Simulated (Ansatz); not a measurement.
Start from Ta in the bcc (W type) structure (space group Im-3m, No. 229; relaxed with 0.1 eV smearing).

```xyz
1
Lattice="-1.6602 1.6602 1.6602 1.6602 -1.6602 1.6602 1.6602 1.6602 -1.6602" Properties=species:S:1:pos:R:3 pbc="T T T"
Ta     0.0000     0.0000     0.0000
```

Level of theory: PBE (Ansatz, a quantum-chemistry and plane-wave program; PAW; 420 eV plane waves; no SOC).

Strains are applied to the cell and any free atomic positions relax.

One change was made to it. Results:

```csv
quantity,base,after
energy relative to the base (free energy F),0 meV/atom,+83 meV/atom
pressure,0.0 GPa,-14.6 GPa
```

Problem. What was done to the base?
(A) isotropic strain +1.50 %
(B) isotropic strain +3.00 %
(C) isotropic strain −1.50 %
(D) isotropic strain +0.50 %
(E) isotropic strain +2.50 %

Solution. B, isotropic strain +3.00 %. For comparison, the energy relative to the base in the other runs: isotropic strain −1.50 % gives +23 meV/atom; isotropic strain +2.50 % gives +58 meV/atom; isotropic strain +1.50 % gives +22 meV/atom; isotropic strain +0.50 % gives +2.5 meV/atom.

Stability against distortions was not tested. The final runs are not spin-polarised.
